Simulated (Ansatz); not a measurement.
β-phase Si₃N₄ (model structure), treated with r²SCAN (plane waves, PAW; Ansatz, a quantum-chemistry and plane-wave program).

Settings: plane-wave cutoff 500 eV, 6×6×10 k mesh (along the axes of the cell as run), gaussian smearing 0.02 eV, scalar-relativistic PAW data made under PBE.

Cell (relaxed at this level):

```xyz
14
Lattice="3.8028 -6.5866 0.0000 3.8028 6.5866 0.0000 0.0000 0.0000 2.9056" Properties=species:S:1:pos:R:3 pbc="T T T"
Si     3.5930     3.9122     0.7264
Si     2.4210     1.1556     0.7264
Si     5.3943     1.5189     0.7264
Si     4.0125    -3.9122     2.1792
Si     5.1845    -1.1556     2.1792
Si     2.2113    -1.5189     2.1792
N      3.8028     2.1955     0.7264
N      3.8028    -2.1955     2.1792
N      1.3749    -1.9700     0.7264
N      4.8214    -4.4109     0.7264
N      5.2121    -0.2057     0.7264
N      6.2307     1.9700     2.1792
N      2.7842     4.4109     2.1792
N      2.3935     0.2057     2.1792
```

Question: Estimate the band gap that the calculation returns.

Answer: 
- band gap: 5.00 eV (on the SCF k mesh)

Static lattice: no zero-point or thermal effects.

A model structure was made by putting elements into a prototype or built by hand; here it ended with the formula and space group of a phase in our tables.
